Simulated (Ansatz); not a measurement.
A computed series for AlN: response to strain

The parent structure is AlN in the wurtzite structure (space group P6_3mc, No. 186; a = 3.107 Å, c = 4.978 Å). Axes: x lies along a and z along c of the hexagonal cell.

Strains are applied to the cell and any free atomic positions relax; under biaxial strain the out-of-plane vector relaxes too; under stress the whole cell relaxes.

The values are results of r2SCAN (Ansatz, a first-principles code; PAW; 500 eV plane waves; without spin-orbit coupling), not measurements.

| variant | electron mass | band gap | volume per atom |
|---|---|---|---|
| base | – | 4.88 eV | 10.40 Å³ |
| biaxial strain −0.89 %, plane normal [001], relaxed out of plane | 0.29 mₑ out of plane, 0.32 mₑ in plane (at Γ) | 5.07 eV | 10.27 Å³ |
| isotropic strain −4.41 % | 0.37 mₑ along c, 0.61 mₑ across (at K) | 5.78 eV | 9.09 Å³ |
| isotropic strain −1.98 % | (withheld) | (withheld) | 9.80 Å³ |
| isotropic strain +0.32 % | – | 4.79 eV | 10.50 Å³ |
| uniaxial strain ε_xx = −2.75 % | 0.30 mₑ along z, 0.32 mₑ across (at Γ) | 5.20 eV | 10.12 Å³ |
| uniaxial strain ε_zz = −4.66 % | 0.34 mₑ along z, 0.32 mₑ across (at Γ) | 5.00 eV | 9.92 Å³ |
| uniaxial strain ε_zz = −1.63 % | 0.31 mₑ (at Γ) | 4.93 eV | 10.23 Å³ |
| tensor shear ε_yz = −1.36 % | – | 4.84 eV | 10.40 Å³ |
| uniaxial stress, 1 GPa compression along x | 0.31 mₑ along x, 0.31 mₑ along y, 0.30 mₑ along z (at Γ) | 4.90 eV | 10.39 Å³ |

### Question
What belongs in the blanks?

### Answer

- isotropic strain −1.98 %, electron mass: 0.33 mₑ (at Γ)
- isotropic strain −1.98 %, band gap: 5.44 eV

Effective masses come from finite differences of ±0.01 Å⁻¹. Stability under load was not tested beyond the relaxation.
